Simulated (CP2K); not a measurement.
Input and output of a self-consistent single point for LaCePd₆ (P4/mmm, 8 atoms in the cell) (CP2K).

Level of theory: PBEsol, GPW, DZVP-MOLOPT-SR-GTH basis, GTH-PBE potentials (GTH_POTENTIALS) run with CP2K.

The change in words: lattice scaled by 0.98. Reference geometry:
```xyz
8
Lattice="4.2498 0.0000 0.0000 0.0000 4.2498 0.0000 0.0000 0.0000 8.4737" Properties=species:S:1:pos:R:3 pbc="T T T"
La     0.0000     0.0000     4.2368
Ce     0.0000     0.0000     0.0000
Pd     2.1249     2.1249     0.0000
Pd     2.1249     2.1249     4.2368
Pd     2.1249     0.0000     2.0469
Pd     2.1249     0.0000     6.4268
Pd     0.0000     2.1249     2.0469
Pd     0.0000     2.1249     6.4268
```

Reference input (self-consistent single point, DFT PBEsol, GPW, DZVP-MOLOPT-SR-GTH basis, GTH-PBE potentials (GTH_POTENTIALS)): CUTOFF = 800 Ry; REL_CUTOFF = 50 Ry; SMEAR/METHOD = GAUSSIAN; SIGMA = 0.272 eV; KPOINTS/SCHEME = MONKHORST-PACK 5 5 3; XC_FUNCTIONAL = PBE:PBESOL; La/BASIS_SET = DZVP-MOLOPT-SR-GTH-q11; La/POTENTIAL = GTH-PBE-q11; Ce/BASIS_SET = DZVP-MOLOPT-SR-GTH-q12; Ce/POTENTIAL = GTH-PBE-q12; Pd/BASIS_SET = DZVP-MOLOPT-SR-GTH-q18; Pd/POTENTIAL = GTH-PBE-q18. This run's input differs from it in these lines:

```diff
@@ -67,5 +67,5 @@
     &CELL
-      A 4.24978100 0.00000000 0.00000000
-      B 0.00000000 4.24978100 0.00000000
-      C 0.00000000 0.00000000 8.47369200
+      A 4.16478500 0.00000000 0.00000000
+      B 0.00000000 4.16478500 0.00000000
+      C 0.00000000 0.00000000 8.30421800
       PERIODIC XYZ
```

Output (repeated stretches shortened):

```
 SCF WAVEFUNCTION OPTIMIZATION

  Step     Update method      Time    Convergence         Total energy    Change
     1 NoMix/Diag. 0.20E+00      -     3.46734596      -835.4580315912 -8.35E+02
     2 Broy./Diag. 0.20E+00      -     0.64782961      -851.9447087848 -1.65E+01
     3 Broy./Diag. 0.20E+00      -     0.10327231      -847.8865225415  4.06E+00
     4 Broy./Diag. 0.20E+00      -     0.35466306      -841.2499137061  6.64E+00
     5 Broy./Diag. 0.20E+00      -     0.06922445      -833.3754190398  7.87E+00
     6 Broy./Diag. 0.20E+00      -     0.09580675      -831.6761323006  1.70E+00
   [... 90 lines left out ...]
    97 Broy./Diag. 0.20E+00      -     0.00909688      -833.0662795044 -1.93E-01
    98 Broy./Diag. 0.20E+00      -     0.00264439      -833.1007759812 -3.45E-02
    99 Broy./Diag. 0.20E+00      -     0.00286599      -833.1020627999 -1.29E-03
   100 Broy./Diag. 0.20E+00      -     0.00126789      -833.1017286725  3.34E-04
  Leaving inner SCF loop after reaching   100 steps.

  Overlap energy of the core charge distribution:               0.00000000000012
  Self energy of the core charge distribution:              -1478.74701989029859
  Core Hamiltonian energy:                                    346.73863451823212
  Hartree energy:                                             383.33671587018881
   [... lines left out ...]
  Fermi energy:                                                 0.51084604733154
  Total energy:                                              -833.10172867250049
   [... lines left out ...]
 *  /   \                                                                      *
 * [ABORT]                                                                     *
 *  \___/     SCF run NOT converged. To continue the calculation regardless,   *
 *    |             please set the keyword IGNORE_CONVERGENCE_FAILURE.         *
 *  O/|                                                                        *
 * /| |                                                                        *
 * / \                                                            qs_scf.F:702 *
 *******************************************************************************

 ===== Routine Calling Stack =====

            4 scf_env_do_scf
            3 qs_energies
            2 qs_forces
            1 CP2K
Abort(1) on node 0 (rank 0 in comm 0): application called MPI_Abort(MPI_COMM_WORLD, 1) - process 0
```

The run ended unconverged after 100 iterations. 

The starting cell comes from a database of computed structures (which also holds hypothetical and non-ambient phases and stackings), without a prior relaxation at this level. Its lattice was rescaled by a random factor within 2.5 % of one. For this run, on top of that: lattice scaled by 0.98. Values carry the incompleteness of an atom-centred basis. The potentials were made for another functional than the one used.

Cost on one core of a shared machine: roughly 20 min.
